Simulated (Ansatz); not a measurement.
**Hypothetical P6_422 BP, response to strain**

Take BP (space group P6_422, No. 181; a = 3.260 Å, c = 6.940 Å; a hypothetical phase, not in the database extracts checked) as the base. Axes: x lies along a and z along c of the hexagonal cell.

Strains are applied to the cell and any free atomic positions relax; under biaxial strain the out-of-plane vector relaxes too.

Level of theory: plane-wave PAW DFT at the PBEsol level (Ansatz, a quantum-chemistry and plane-wave program, 420 eV), no spin-orbit coupling.

Computed cases, in order: biaxial strain −2.07 %, plane normal [001], relaxed out of plane; biaxial strain −1.06 %, plane normal [001], relaxed out of plane; biaxial strain −0.15 %, plane normal [001], relaxed out of plane; the unstrained base; biaxial strain +4.01 %, plane normal [001], relaxed out of plane.

Task: Between which two neighbouring cases does the band gap open or close?

Result: Between the unstrained base (zero) and biaxial strain +4.01 %, plane normal [001], relaxed out of plane (0.10 eV). The whole series: biaxial strain −2.07 %, plane normal [001], relaxed out of plane: zero; biaxial strain −1.06 %, plane normal [001], relaxed out of plane: zero; biaxial strain −0.15 %, plane normal [001], relaxed out of plane: zero; the unstrained base: zero; biaxial strain +4.01 %, plane normal [001], relaxed out of plane: 0.10 eV.

A case with no gap was solved on a k-mesh chosen for an insulator, which is coarse for it. Whether these cells are dynamically stable was not tested. The base started in P3_121 and relaxed to P6_422 at this level. All final runs are without spin polarisation. A zero or small gap of BP can be the functional's error rather than a property of the material.
